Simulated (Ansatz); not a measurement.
Fluorite HfO2 (high-temperature phase), treated with LDA in Ansatz (PAW).

Numerical settings: plane-wave cutoff 500 eV, 10×10×10 k mesh, gaussian smearing 0.02 eV, scalar-relativistic PAW data made under PBE.

Computed at the level's own relaxed cell.

**Question.** Give the computed volume per atom, lattice constant a and band gap.

**Answer.** 
- volume per atom: 10.42 Å³/atom
- lattice constant a: 5.001 Å
- band gap: 3.67 eV (on the SCF k mesh)

Note: symmetry holds this phase in the static calculation, where it need not be a minimum; held by symmetry at 0 K, a high-temperature phase can be a saddle point.

Spin–orbit coupling is not included.

Static lattice: no zero-point or thermal effects.

Cost on a shared machine: very roughly 14 core-seconds.

Ansatz is a program for electronic structure.
